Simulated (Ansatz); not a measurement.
For CoSi₂ (Fm-3m), Ansatz (a quantum-chemistry and plane-wave program) with PBEsol, DFPT electron-phonon coupling, linearised Boltzmann equation gives a transport coupling λ_tr = 0.366 and a Drude plasma energy ħω_p = 6.46 eV.

Problem. Estimate the resistivity at 300 K from the high-temperature formula ρ = 2π λ_tr k_B T / (ħ ε₀ ω_p²), and say how the full Boltzmann solution compares.

Solution. The scattering rate is 1/τ = 2π λ_tr k_B T/ħ = 9.03e13 s⁻¹ and ω_p = 9.81e15 s⁻¹, so ρ ≈ 10.6 μΩ·cm. The Boltzmann solution gives 9.14 μΩ·cm, 0.86 times the estimate; it lies lower because k_BT is not large against the phonon energies and the solution lets the distribution adjust.

A metal at this level (no band gap). Only scattering by harmonic phonons is included (no impurities, grain boundaries, electron-electron scattering or thermal expansion). Spin-orbit coupling is left out. Halving the electron mesh (28x28x28) moves the resistivity by up to 2 % at 300 K, the coupling by up to 2 %. Smearing 0.20 eV; phonons on a 5x5x5 q mesh, which this run doesn't test.

Treated as nonmagnetic (a ferromagnetic start lost its moment, other orders weren't tried): CoSi2 (Fm-3m).
